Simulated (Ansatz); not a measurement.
## Response to strain in AlCr2C

Consider AlCr₂C (space group P6_3/mmc, No. 194; non-magnetic).

```
CELL_PARAMETERS angstrom
      2.81187     0.00000     0.00000
     -1.40594     2.43515     0.00000
      0.00000     0.00000    12.59958
ATOMIC_POSITIONS crystal
  Al 0.33333 0.66667 0.75000
  Al 0.66667 0.33333 0.25000
  Cr 0.33333 0.66667 0.08440
  Cr 0.66667 0.33333 0.58440
  Cr 0.66667 0.33333 0.91560
  Cr 0.33333 0.66667 0.41560
  C  0.00000 0.00000 0.00000
  C  0.00000 0.00000 0.50000
```

Cartesian axes are those of the cell as printed.

Strains are applied to the cell and any free atomic positions relax; under biaxial strain the out-of-plane vector relaxes too; under stress the whole cell relaxes.

Computed with DFT with PBEsol, PAW potentials and a 420 eV plane-wave cutoff in Ansatz (a program for electronic structure), without spin-orbit coupling, earlier PAW set.

Notes on the quantities. energy relative to the base: free energy F.

| case | energy relative to the base | space group | shortest interatomic distance |
|---|---|---|---|
| base | 0 meV/atom | P6_3/mmc (No. 194) | 194.1 pm |
| biaxial strain −1.73 %, plane normal [001], relaxed out of plane | – | P6_3/mmc (No. 194) | 193.0 pm |
| isotropic strain +2.11 % | ___ | P6_3/mmc (No. 194) | 196.5 pm |
| uniaxial strain ε_yy = −2.09 % | +6.1 meV/atom | Cmcm (No. 63) | 192.1 pm |
| tensor shear ε_yz = +3.58 % | +24 meV/atom | C2/m (No. 12) | 192.0 pm |
| uniaxial stress, 5 GPa compression along z | +2.5 meV/atom | P6_3/mmc (No. 194) | 193.9 pm |
| uniaxial stress, 8 GPa tension along x | +6.9 meV/atom | Cmcm (No. 63) | 193.2 pm |
| uniaxial stress, 0.5 GPa tension along z | 0.0 meV/atom | P6_3/mmc (No. 194) | 194.1 pm |

Problem. What belongs in the blanks?

Solution. 
- isotropic strain +2.11 %, energy relative to the base: +25 meV/atom

Without a gap, meshes like the base's 19×19×4 leave anisotropic stresses uncertain by several tenths of a GPa, and small strain energies with them. Stability under load was not tested beyond the relaxation. Starting moments died away, wholly or in part, for the base; another magnetic solution may exist. All final runs are without spin polarisation.
